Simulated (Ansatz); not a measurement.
Ansatz (a first-principles code) is run on CaBiAu₄ (F-43m, 6 atoms in the cell), and the run fails. The aim is a self-consistent single point with DFT, PBEsol, plane waves, default PAW files made with PBE.

Cell that was meant: a = 5.6827 Å, b = 5.6827 Å, c = 5.6827 Å, α = 60.00°, β = 60.00°, γ = 60.00°.

Part of the input:

Ansatz 0.2 input:
```yaml
    - [4.018284, 0.000000, 4.018284]
    - [4.018284, 4.018284, 0.000000]
  atoms:
    - { symbol: Ca, position: [6.027426, 6.027426, 6.027426] }
    - { symbol: Bi, position: [0.000000, 0.000000, 0.000000] }
    - { symbol: Au, position: [5.019801, 3.016767, 5.019801] }
    - { symbol: Au, position: [3.016767, 3.016767, 3.016767] }
    - { symbol: Au, position: [3.016767, 5.019801, 5.019801] }
    - { symbol: Au, position: [5.019801, 5.019801, 3.016767] }
kpoints:
  mp_grid:
    grid: [7, 7, 7]
```

Log, with long lists cut:

```
WARN basis.ecutwfc = 420 eV, the default
WARN ansatz: RAYON_NUM_THREADS=1 ignored (pool sized by the plan → 1); use --threads N
Pseudopotentials: kind: paw
Pseudopotential: Ca, paw, valence charge 10
Pseudopotential: Bi, paw, valence charge 15
Pseudopotential: Au, paw, valence charge 19
Error: SCF: the overlap matrix is not positive definite, so this SCF or pass stopped before solving anything: energies and bands computed with it would not be physical. With PAW pseudopotential files every eigenvalue of that matrix must be above 0; at 44 of 44 k-points the lowest is not, and the worst, at k-point 0 (counted from zero), is -5.2e-1 (as computed, with no allowance for rounding). The cause is the files, the structure or the cutoff, not the eigensolver. Where the projector spheres of two atoms overlap (a projector without an augmentation charge has none), move the closest atoms apart or use files with smaller projector spheres; norm-conserving files [...]
```

From the messages shown, name the fault and mend the input.

The fault is fractional and Cartesian coordinates mixed up; here the program stops on it instead of giving results. To fix it, make label and numbers agree, by changing either. The program stopped before any SCF iteration.

The sound input it was made from differs as follows (other fixes are possible):
```diff
-    - { symbol: Ca, position: [6.027426, 6.027426, 6.027426] }
-    - { symbol: Bi, position: [0.000000, 0.000000, 0.000000] }
-    - { symbol: Au, position: [5.019801, 3.016767, 5.019801] }
-    - { symbol: Au, position: [3.016767, 3.016767, 3.016767] }
-    - { symbol: Au, position: [3.016767, 5.019801, 5.019801] }
-    - { symbol: Au, position: [5.019801, 5.019801, 3.016767] }
+    - { symbol: Ca, position_ang: [6.027426, 6.027426, 6.027426] }
+    - { symbol: Bi, position_ang: [0.000000, 0.000000, 0.000000] }
+    - { symbol: Au, position_ang: [5.019801, 3.016767, 5.019801] }
+    - { symbol: Au, position_ang: [3.016767, 3.016767, 3.016767] }
+    - { symbol: Au, position_ang: [3.016767, 5.019801, 5.019801] }
+    - { symbol: Au, position_ang: [5.019801, 5.019801, 3.016767] }
```

With that input, the run converged in 8 iterations: free energy E − TS (on the zero of these files) -66066.6762 eV; Fermi level (on the code's own zero) 14.97 eV; pressure -4.35 GPa; largest force (vector length) 0.002 eV/Å (DFT, PBEsol, plane waves, default PAW files made with PBE).

On the sound input: the starting cell comes from a database of computed structures (which also holds hypothetical and non-ambient phases and stackings), without a prior relaxation at this level. Its lattice was rescaled by a random factor within 2.5 % of one. With a pressure of about -4 GPa the cell is away from its equilibrium volume at this level. Ansatz's pressure includes its estimate of the finite-basis (Pulay) stress.
